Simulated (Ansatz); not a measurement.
Amorphous Si24O47F2, 73 atoms at 2.21 g/cm³, one PBE-relaxed geometry, zone centre. Methods: PBE, scalar-relativistic without spin-orbit coupling (Ansatz, an electronic-structure program); r2SCAN, scalar-relativistic without spin-orbit coupling (Ansatz); HSE06, scalar-relativistic without spin-orbit coupling (Ansatz). Plane waves to 420 eV (r2SCAN 500 eV); exact exchange is cut at the cell's faces. At PBE the levels at the filled edge of the gap are localised (band-tail or defect states). All rungs ran without spin polarisation.

Preparation: random packing, a CHGNet melt and quench, and a DFT relaxation. O and F atoms were pushed apart under 1.9 Å during the dynamics, to hinder bonds among them. The hot cell started wider than the set density and was brought back towards it in steps. It is the lowest in DFT energy of 2 quenches. It is a model cell: composition and starting density were chosen by hand, and all elements were melted together. No dispersion term was used. Its density started from a set value of 2.21 and ended at 2.21 g/cm³. Cooling (nominally 480 K/ps over its main leg) ran many orders faster than in experiment, which tends to leave more defects and strain. A cell of this size samples the disorder only roughly. The volume was held where the preparation left it and the shape relaxed, at a PBE pressure of 0.5 GPa. Stress components on the final sampling reach 0.5 GPa.

The relaxation ran on the zone centre alone. At PBE the level gap is 5.13 eV on a 2×2×2 Γ-centred mesh, and the spacing at the zone centre alone 5.13 eV.

Q: What zone-centre spacing does r2SCAN give, roughly?

A: 5.84 eV (+0.72 eV against PBE).

Q: What zone-centre spacing does HSE06 give, roughly?

A: 6.96 eV (+1.83 eV against PBE).

The highest filled and the lowest empty state spread over these numbers of atoms (participation numbers): PBE: 4.8 and 58.3; r2SCAN: 4.7 and 60.9; HSE06: 4.8 and 59.7.
